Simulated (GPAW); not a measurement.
Input and output of a self-consistent single point for TaN (P-62m, 6 atoms in the cell) (GPAW)

Level of theory: LDA (Perdew-Wang 92), GPAW PAW datasets LDA (gpaw-data 1.0.1) (plane waves; GPAW).

Input as run:

```python
from ase import Atoms
from ase.dft.kpoints import monkhorst_pack
from ase.units import GPa
from gpaw import GPAW, PW

atoms = Atoms(['Ta', 'Ta', 'Ta', 'N', 'N', 'N'],
              cell=[[5.196000, 0.000000, 0.000000],
                    [-2.598000, 4.499868, 0.000000],
                    [0.000000, 0.000000, 2.911000]],
              positions=[[-0.000003, 2.999913, 1.455500],
                         [2.598003, 1.499955, 1.455500],
                         [0.000000, 0.000000, 0.000000],
                         [2.041249, 0.000000, 0.000000],
                         [1.577376, 2.732095, 0.000000],
                         [-1.020624, 1.767773, 0.000000]],
              pbc=True)

calc = GPAW(mode=PW(950),
            xc='LDA',
            kpts=monkhorst_pack((5, 5, 8)) + [0.5 / 5, 0.5 / 5, 0],
            occupations={'name': 'methfessel-paxton', 'width': 0.1, 'order': 0},
            nbands=-10,
            convergence={'forces': 0.001},
            symmetry={'symmorphic': False, 'tolerance': 0.0005},
            maxiter=100,
            txt='-')

atoms.calc = calc

energy = atoms.get_potential_energy()
print('Energy (eV):', round(energy, 6))
forces = atoms.get_forces()
print('Forces (eV/Ang):')
print(forces.round(5))
stress = atoms.get_stress()
print('Stress (GPa, Voigt):', (stress / GPa).round(4))
```

Output (repeated stretches shortened):

```
Input parameters:
  convergence: {forces: 0.001}
  kpts: [[-0.3    -0.3    -0.4375],
         [-0.3    -0.3    -0.3125],
         [-0.3    -0.3    -0.1875],
         ...,
         [ 0.5     0.5     0.1875],
         [ 0.5     0.5     0.3125],
         [ 0.5     0.5     0.4375]]
  maxiter: 100
  mode: {ecut: 950.0,
         name: pw}
  nbands: -10
  occupations: {name: methfessel-paxton,
                order: 0,
                width: 0.1}
  symmetry: {symmorphic: False,
             tolerance: 0.0005}

species:
  Ta:
    name: Tantalum
    Z: 73.0
    valence: 13
    core: 60
    charge: 0.0
    file: Ta.LDA.gz

    # Using partial waves for Ta as LCAO basis

  N:
    name: Nitrogen
    Z: 7.0
    valence: 5
    core: 2
    charge: 0.0
    file: N.LDA.gz

    # Using partial waves for N as LCAO basis

Reference energy: -1276179.582076  # eV

Spin-paired calculation

Convergence criteria:
 Maximum [total energy] change in last 3 cyles: 0.0005 eV / valence electron
 Maximum integral of absolute [dens]ity change: 0.0001 electrons / valence electron
 Maximum integral of absolute [eigenst]ate change: 4e-08 eV^2 / valence electron
 Maximum change in the atomic [forces] across last 2 cycles: 0.001 eV/Ang OR
Maximum error relative to the maximum force is below inf
 Maximum number of scf [iter]ations: 100

Symmetries present (total): 12
Symmetries with fractional translations: 0

  ( 1  0  0) + (   0)  ( 1  0  0) + (   0)  ( 1  0  0) + (   0)
  ( 0  1  0) + (   0)  ( 0  1  0) + (   0)  (-1 -1  0) + (   0)
  ( 0  0  1) + (   0)  ( 0  0 -1) + (   0)  ( 0  0  1) + (   0)

  ( 1  0  0) + (   0)  ( 0  1  0) + (   0)  ( 0  1  0) + (   0)
  (-1 -1  0) + (   0)  ( 1  0  0) + (   0)  ( 1  0  0) + (   0)
  ( 0  0 -1) + (   0)  ( 0  0  1) + (   0)  ( 0  0 -1) + (   0)

  ( 0  1  0) + (   0)  ( 0  1  0) + (   0)  (-1 -1  0) + (   0)
  (-1 -1  0) + (   0)  (-1 -1  0) + (   0)  ( 1  0  0) + (   0)
  ( 0  0  1) + (   0)  ( 0  0 -1) + (   0)  ( 0  0  1) + (   0)

  (-1 -1  0) + (   0)  (-1 -1  0) + (   0)  (-1 -1  0) + (   0)
  ( 1  0  0) + (   0)  ( 0  1  0) + (   0)  ( 0  1  0) + (   0)
  ( 0  0 -1) + (   0)  ( 0  0  1) + (   0)  ( 0  0 -1) + (   0)
Note: your k-points are not as symmetric as your crystal!
200 k-points: 5 x 5 x 8 Monkhorst-Pack grid + [1/10,1/10,0.000000]
36 k-points in the irreducible part of the Brillouin zone
       k-points in crystal coordinates                weights
   0:     0.10000000   -0.10000000    0.06250000          4/200
   1:     0.10000000   -0.10000000    0.18750000          4/200
   2:     0.10000000   -0.10000000    0.31250000          4/200
   [... 7 lines left out ...]
          ...
  35:     0.50000000    0.50000000    0.43750000          2/200

Wave functions: Plane wave expansion
  Cutoff energy: 950.000 eV
  Number of coefficients (min, max): 4502, 4546
  Pulay-stress correction: 0.000000 eV/Ang^3 (de/decut=0.000000)

Occupation numbers: Methfessel-Paxton:
  width: 0.1000  # eV
  order: 0

Eigensolver

Densities:
  Coarse grid: 40*40*21 grid
  Fine grid: 80*80*42 grid
  Total Charge: 0.000000

Density mixing:
  Method: separate
  Backend: pulay
  Linear mixing parameter: 0.05
  old densities: 5
  Damping of long wavelength oscillations: 50

Hamiltonian:
  XC and Coulomb potentials evaluated on a 80*80*42 grid
  External potential:
    NoExternalPotential

Number of atoms: 6
Number of atomic orbitals: 51
Number of bands in calculation: 37
Number of valence electrons: 54
Bands to converge: occupied

Density initialized from atomic densities
  37 bands from LCAO basis set

Atomic positions and initial magnetic moments

Positions:
   0 Ta    -0.000003    2.999913    1.455500    ( 0.0000,  0.0000,  0.0000)
   1 Ta     2.598003    1.499955    1.455500    ( 0.0000,  0.0000,  0.0000)
   2 Ta     0.000000    0.000000    0.000000    ( 0.0000,  0.0000,  0.0000)
   3 N      2.041249    0.000000    0.000000    ( 0.0000,  0.0000,  0.0000)
   4 N      1.577376    2.732095    0.000000    ( 0.0000,  0.0000,  0.0000)
   5 N     -1.020624    1.767773    0.000000    ( 0.0000,  0.0000,  0.0000)

Unit cell:
           periodic     x           y           z      points  spacing
  1. axis:    yes    5.196000    0.000000    0.000000    40     0.1125
  2. axis:    yes   -2.598000    4.499868    0.000000    40     0.1125
  3. axis:    yes    0.000000    0.000000    2.911000    21     0.1386

  Lengths:   5.196000   5.196000   2.911000
  Angles:   90.000000  90.000000 120.000000

Effective grid spacing dv^(1/3) = 0.1265

     iter     time        total  log10-change:
                         energy   eigst   dens  force
iter:   1 --:--:--   -74.724760
iter:   2 --:--:--   -72.995934   -0.96  -0.97
iter:   3 --:--:--   -68.790380   -0.04  -1.03
iter:   4 --:--:--   -68.874748   -0.89  -1.43
iter:   5 --:--:--   -69.033228   -1.71  -1.53
iter:   6 --:--:--   -69.125502   -0.78  -1.71
iter:   7 --:--:--   -68.953927   -2.17  -1.81
iter:   8 --:--:--   -68.914177   -2.95  -2.06
iter:   9 --:--:--   -68.896394   -3.15  -2.22
iter:  10 --:--:--   -68.873239   -2.10  -2.32
iter:  11 --:--:--   -68.874486c  -2.88  -3.30
iter:  12 --:--:--   -68.874267c  -4.04  -3.15
iter:  13 --:--:--   -68.874312c  -4.58  -3.40
iter:  14 --:--:--   -68.874499c  -4.46  -3.41
iter:  15 --:--:--   -68.874603c  -4.86  -3.22
iter:  16 --:--:--   -68.874272c  -4.22  -3.17
iter:  17 --:--:--   -68.874276c  -5.04  -3.64
iter:  18 --:--:--   -68.874281c  -5.90  -3.73
iter:  19 --:--:--   -68.874275c  -6.41  -3.78
iter:  20 --:--:--   -68.874289c  -5.65  -3.84
iter:  21 --:--:--   -68.874272c  -5.92  -3.76
iter:  22 --:--:--   -68.874272c  -6.32  -4.01c
iter:  23 --:--:--   -68.874274c  -7.34  -4.14c
iter:  24 --:--:--   -68.874273c  -6.74  -4.31c
iter:  25 --:--:--   -68.874273c  -7.26  -4.42c
iter:  26 --:--:--   -68.874272c  -7.63c -4.54c
iter:  27 --:--:--   -68.874272c  -7.76c -4.63c -3.35c

Converged after 27 iterations.

Dipole moment: (-0.000010, -0.000000, -0.000000) |e|*Ang

Energy contributions relative to reference atoms: (reference = -1276179.582076)

Kinetic:        +47.331994
Potential:      -52.751396
External:        +0.000000
XC:             -63.106615
Entropy (-ST):   -0.004329
Local:           -0.346091
SIC:             +0.000000
--------------------------
Free energy:    -68.876436
Extrapolated:   -68.874272

Showing only first 2 kpts
 Kpt  Band  Eigenvalues  Occupancy
  0    25     11.44985    2.00000
  0    26     12.42876    2.00000
  0    27     13.01735    2.00000
  0    28     14.40390    0.00000

  1    25     11.80577    2.00000
  1    26     11.88366    2.00000
  1    27     13.21495    1.99999
  1    28     14.97996    0.00000

Fermi level: 13.52333

No gap
No difference between direct/indirect transitions
Energy (eV): -68.874272

Forces in eV/Ang:
  0 Ta   -0.00000   -0.00000    0.00000
  1 Ta   -0.00000    0.00000    0.00000
  2 Ta   -0.00000   -0.00000    0.00000
  3 N    -0.06751   -0.00000    0.00000
  4 N     0.03376    0.05847    0.00000
  5 N     0.03376   -0.05847    0.00000

Stress tensor:
     0.066607    -0.000000     0.000000
    -0.000000     0.066607     0.000000
     0.000000     0.000000     0.074952
Stress (GPa, Voigt): [10.6716 10.6716 12.0086  0.      0.     -0.    ]
```

The run converged in 27 iterations. GPAW prints stress with tension positive.

At such cutoffs GPAW's stress carries a finite-basis (Pulay) error, which enters relaxed cells too; its log prints stress with tension positive.

The starting cell comes from a database of published, mostly measured structures (it also holds non-ambient and calculated ones), without a prior relaxation at this level. Spin-orbit coupling is off. Spin polarisation is off.

Cost on one core of a shared machine: roughly 3 min.
